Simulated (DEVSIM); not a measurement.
System: abrupt Si n-p junction, at 300 K.

Layer 1 from the left is Si, thickness (μm) 49.0, Nd (cm⁻³) 3.2e15, τn (s) 9.1e-5, τp (s) 9.1e-5. Layer 2 from the left is Si, thickness (μm) 1.20, Na (cm⁻³) 4e16, τn (s) 9.1e-5, τp (s) 9.1e-5.

Left contact: ohmic. Right contact: ohmic. Voltage is applied to the left contact. Recombination: SRH at mid-gap, radiative, Auger. Mobility is constant in doping.

Constants are typed, rounded textbook-type inputs, not results; the design itself was drawn at random and stands for no fabricated device. Values at 300 K.

Si: gap (eV) 1.124, affinity (eV) 4.05, permittivity 11.7, Nc (cm⁻³) 2.86e19, Nv (cm⁻³) 3.1e19, μn (cm²/Vs) 1417, μp (cm²/Vs) 470, B (cm³/s) 4.7e-15, Cn (cm⁶/s) 2.8e-31, Cp (cm⁶/s) 9.9e-32.

Model (solved in DEVSIM): 1D drift-diffusion, Boltzmann statistics, complete ionisation; no tunnelling, impact ionisation, image-force lowering or self-heating.

What does the simulation give for the largest field in the device at zero bias, the dark forward voltage at 100 A/cm², the dark forward voltage at 1 A/cm²?

largest field in the device at zero bias 25000 V/cm; dark forward voltage at 100 A/cm² 0.931 V; dark forward voltage at 1 A/cm² 0.590 V.
